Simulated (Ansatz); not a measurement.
Start from SnO$_{2}$ in the rutile structure (space group P4_2/mnm, No. 136; a = 4.7599 Å, c = 3.2008 Å). Axes: x, y, z lie along a, b, c of the conventional cell.

Calculations: r2SCAN in Ansatz (plane waves to 500 eV, PAW, scalar-relativistic without spin-orbit coupling).

Strains are applied to the cell and any free atomic positions relax; under stress the whole cell relaxes.

One change was made to it. Results:

| quantity | base | after |
|---|---|---|
| energy relative to the base (free energy F) | 0 meV/atom | +0.205 eV/atom |
| band gap | 1.77 eV | zero |

**Question.** What was done to the base?
A) uniaxial strain ε_yy = +3.37 %
B) uniaxial stress, 0.5 GPa compression along z
C) isotropic strain +6.00 %

**Answer.** C, isotropic strain +6.00 %. For comparison, the band gap in the other runs: uniaxial strain ε_yy = +3.37 % gives 1.46 eV; uniaxial stress, 0.5 GPa compression along z gives 1.78 eV.

Stability under load was not tested beyond the relaxation. The final runs are not spin-polarised. Gaps under 0.05 eV, about the width of the smearing, are given as zero. A zero or small gap of SnO2 under isotropic strain +6.00 % can be the functional's error rather than a property of the material.

Ansatz is a quantum-chemistry and plane-wave program.
